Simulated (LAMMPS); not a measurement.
Consider a melt of Cu (fcc) with 25 % of Cu sites Zr, 864 atoms, cooled from 2170 K to 300 K at 1e+12 K/s, at zero pressure in molecular dynamics.

Model: classical MD, pair style eam/fs, file CuZr_mm.eam.fs (LAMMPS).

**Question.** Give volume (Å³/atom) against T (K) as the simulation yields it.

**Answer.** State found: glass.
| T (K) | volume (Å³/atom) |
|---|---|
| 2139 | 16.595 |
| 2076 | 16.502 |
| 2014 | 16.416 |
| 1952 | 16.351 |
| 1890 | 16.291 |
| 1827 | 16.213 |
| 1765 | 16.155 |
| 1702 | 16.062 |
| 1640 | 15.992 |
| 1578 | 15.938 |
| 1516 | 15.857 |
| 1453 | 15.799 |
| 1391 | 15.737 |
| 1328 | 15.658 |
| 1266 | 15.575 |
| 1204 | 15.506 |
| 1142 | 15.442 |
| 1079 | 15.397 |
| 1017 | 15.336 |
| 954.5 | 15.309 |
| 892.2 | 15.270 |
| 829.8 | 15.249 |
| 767.5 | 15.201 |
| 705.2 | 15.183 |
| 642.8 | 15.148 |
| 580.5 | 15.121 |
| 518.2 | 15.095 |
| 455.8 | 15.073 |
| 393.5 | 15.047 |
| 331.2 | 15.025 |
